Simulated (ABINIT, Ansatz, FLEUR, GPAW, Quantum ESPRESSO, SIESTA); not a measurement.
# PbF₂ (Fm-3m, 3 atoms in the cell) computed with different codes at matched settings

Self-consistent single point.

```yaml
crystal:
  lattice:
    - [0.00000, 2.97000, 2.97000]
    - [2.97000, 0.00000, 2.97000]
    - [2.97000, 2.97000, 0.00000]
  atoms:
    - { symbol: Pb, position: [0.00000, 0.00000, 0.00000] }
    - { symbol: F, position: [0.25000, 0.25000, 0.25000] }
    - { symbol: F, position: [0.75000, 0.75000, 0.75000] }
```

Shared settings, as Ansatz (a first-principles code) writes them: kpoints.mp_grid.grid = 5 5 5; scf.occupations.method = fermi_dirac; scf.occupations.width = 0.0015 Ry. Potentials and cutoffs stand in the table.

```json
[
 {"code": "FLEUR", "model": "PBE, all-electron FLAPW (FLEUR), scalar-relativistic valence", "pressure (GPa)": "–", "gap on the mesh (eV)": "4.535", "cutoff": "Kmax 4.5 1/bohr"},
 {"code": "Ansatz", "model": "PBE, default PAW files", "pressure (GPa)": "1.72", "gap on the mesh (eV)": "4.536", "cutoff": "default"},
 {"code": "SIESTA", "model": "GGA PBE, numerical atomic orbitals TZP, PseudoDojo PBE standard norm-conserving potentials (rewritten from UPF to PSML)", "pressure (GPa)": "-0.41", "gap on the mesh (eV)": "4.454", "cutoff": "grid 350 Ry"},
 {"code": "ABINIT", "model": "PBE, PAW (JTH v2.0 PBE PAW)", "pressure (GPa)": "1.76", "gap on the mesh (eV)": "4.532", "cutoff": "653 eV"},
 {"code": "GPAW", "model": "PBE, GPAW PAW datasets PBE (gpaw-data 1.0.1)", "pressure (GPa)": "–", "gap on the mesh (eV)": "4.473", "cutoff": "950 eV"},
 {"code": "Quantum ESPRESSO", "model": "PBE, SSSP 1.1.2 efficiency (PBE) pseudopotentials", "pressure (GPa)": "2.19", "gap on the mesh (eV)": "4.530", "cutoff": "55 Ry"}
]
```

A dash marks a value that a program does not give, or that is left out as unsure.

Gaps are read on the mesh. Another mesh or the band path gives a smaller gap, so these values are not converged in the mesh.

On Ansatz's run: spin-orbit coupling is off.

The spread over the programs that give each value: pressure within 2.60 GPa; gap on the mesh within 0.082 eV.

SIESTA uses small atom-centred bases, whose incompleteness enters pressures, forces and empty levels differently from a plane-wave cutoff. FLEUR treats all electrons, but the usual bases taken here (sphere radii, linearisation, local orbitals, empty states) were not tested for convergence, so the values are no reference for the others. Ansatz's pressure is given at a fixed set of plane waves, as the other plane-wave codes print theirs; with its correction for the finite basis it is 2.18 GPa (the shift of 0.46 GPa shows how far the cutoff is from converged). The pressure of GPAW is left out: its cutoff lies under the one at which its stress was checked. In the pressure, SIESTA (by 2.17) lies more than 1 GPa from the median of the plane-wave programs.

On the base mesh (7 7 7) the same programs gave: Ansatz pressure 1.72 GPa, gap on the mesh 4.465 eV; Quantum ESPRESSO pressure 2.19 GPa, gap on the mesh 4.460 eV; ABINIT pressure 1.76 GPa, gap on the mesh 4.462 eV; GPAW gap on the mesh 4.396 eV; FLEUR gap on the mesh 4.465 eV; SIESTA pressure -0.43 GPa, gap on the mesh 4.393 eV.

The values differ from the base mesh's, so the mesh still matters here: the table compares the programs at equal settings.

The starting cell has typed, rounded lattice constants, without a prior relaxation at this level.

Left out of this page: CP2K (on another mesh); Elk (unsound by tests on forces, stress, charge or solver warnings).

Keys are those of Ansatz 0.2.
